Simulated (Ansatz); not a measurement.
C: carrier doping

The reference is C in the diamond structure (space group Fd-3m, No. 227).

```yaml
crystal:
  lattice:
    - [0.00000, 1.78581, 1.78581]
    - [1.78581, 0.00000, 1.78581]
    - [1.78581, 1.78581, 0.00000]
  atoms:
    - { symbol: C, position: [0.50000, 0.50000, 0.50000] }
    - { symbol: C, position: [0.75000, 0.75000, 0.75000] }
```

Carriers are added at fixed cell with a uniform background; the Fermi–Dirac width is that of 300 K.

Levels (all Ansatz, a program for electronic structure, PAW, earlier PAW set): PBE (420 eV, scalar-relativistic without spin-orbit coupling); r2SCAN (500 eV, without spin-orbit coupling).

The base cell above is that of PBE; each level relaxes its own structures.

```json
[
 {"case": "electrons 7.0×10^20 cm⁻³", "gap between the host's bands, PBE": "4.12 eV", "gap between the host's bands, r2SCAN": "4.36 eV"},
 {"case": "electrons 1.5×10^21 cm⁻³", "gap between the host's bands, PBE": "4.12 eV", "gap between the host's bands, r2SCAN": "4.35 eV"},
 {"case": "electrons 7.0×10^21 cm⁻³", "gap between the host's bands, PBE": "4.08 eV", "gap between the host's bands, r2SCAN": "4.32 eV"},
 {"case": "electrons 2.0×10^22 cm⁻³", "gap between the host's bands, PBE": "4.00 eV", "gap between the host's bands, r2SCAN": "4.25 eV"},
 {"case": "holes 7.0×10^20 cm⁻³", "gap between the host's bands, PBE": "4.13 eV", "gap between the host's bands, r2SCAN": "4.37 eV"},
 {"case": "holes 1.5×10^21 cm⁻³", "gap between the host's bands, PBE": "4.14 eV", "gap between the host's bands, r2SCAN": "4.37 eV"},
 {"case": "holes 7.0×10^21 cm⁻³", "gap between the host's bands, PBE": "4.20 eV", "gap between the host's bands, r2SCAN": "4.43 eV"},
 {"case": "holes 2.0×10^22 cm⁻³", "gap between the host's bands, PBE": "4.32 eV", "gap between the host's bands, r2SCAN": "4.54 eV"}
]
```

PBE lies below r2SCAN in every row, by 0.22 eV to 0.24 eV. Near ties aside, they put the cases in the same order.

Charged cell with a jellium background: band edges are those of the host's band count, energies are not comparable with the neutral cell, and many-body gap narrowing is missing. Whether these cells are dynamically stable was not tested.
